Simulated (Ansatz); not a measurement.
# PdBi2 (model structure, started from the PtBi2 type, P31m, No. 157, 9 atoms in the cell)

All values below come from r²SCAN in Ansatz (PAW).

Settings: plane-wave cutoff 560 eV, 12×12×8 k mesh (along the axes of the cell as run), Fermi–Dirac smearing 0.05 eV, scalar-relativistic PAW data made under PBE.

Cell (relaxed at this level):

```
Bi2Pd
1.0
    6.63298     0.00000     0.00000
   -3.31649     5.74433     0.00000
    0.00000     0.00000     6.16514
Bi Pd
6 3
Direct
  0.00000   0.00000   0.34176
  0.66667   0.33333   0.21654
  0.33333   0.66667   0.21654
  0.60906   0.00000   0.72852
  0.00000   0.60906   0.72852
  0.39094   0.39094   0.72852
  0.26200   0.00000   0.99929
  0.00000   0.26200   0.99929
  0.73800   0.73800   0.99929
```

```json
{
 "band_gap": "zero (no gap)"
}
```

Note: the relaxation could raise the start's symmetry but not lower it, so the cell can be a saddle point.

Spin–orbit coupling is not included; it can shift volumes and moduli of such heavy elements.

The computed numbers hold no vibrational or temperature effects.

Cost on a shared machine: very roughly 2.2 core-hours.

A model structure was made by putting elements into a prototype or built by hand; it is no filed structure, need not be a known phase, and can be a saddle point held by its symmetry.

Ansatz is a program for electronic structure.
